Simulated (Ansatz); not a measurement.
Take WSe2 (space group P6_3/mmc, No. 194; a = 3.230 Å, c = 12.411 Å; layered, stacked along the Cartesian z axis) as the base. Axes: x lies along a and z along c of the hexagonal cell.

Calculations: PBEsol-D3(BJ), PAW, 420 eV (Ansatz, a quantum-chemistry and plane-wave program; spin-orbit coupling left out).

Strains are applied to the cell and any free atomic positions relax.

One change was made to it. Results:

The width of the top valence band decreases by 0.14 eV to 1.50 eV; the band gap increases by 0.14 eV (0.67 eV → 0.81 eV); the valence-band top at Γ (three highest levels, from the VBM) changes from 0.00, -0.78, -1.48 eV to 0.00, -0.95, -1.34 eV; the hole mass becomes 1.2 mₑ along z, 0.75 mₑ across (at Γ) (base: 1.5 mₑ along c, 0.60 mₑ across (at Γ)); the gap character is still indirect, Γ → K–Γ (47 % along).

Question: Name the change that was made.
(A) uniaxial strain ε_zz = +0.60 %
(B) uniaxial strain ε_zz = +1.20 %
(C) uniaxial strain ε_zz = +2.40 %

Answer: C, uniaxial strain ε_zz = +2.40 %. For comparison, the band gap in the other runs: uniaxial strain ε_zz = +1.20 % gives 0.74 eV; uniaxial strain ε_zz = +0.60 % gives 0.71 eV.

With W present, leaving out spin-orbit coupling can change the band edges. Effective masses come from finite differences of ±0.01 Å⁻¹. Stability against distortions was not tested.
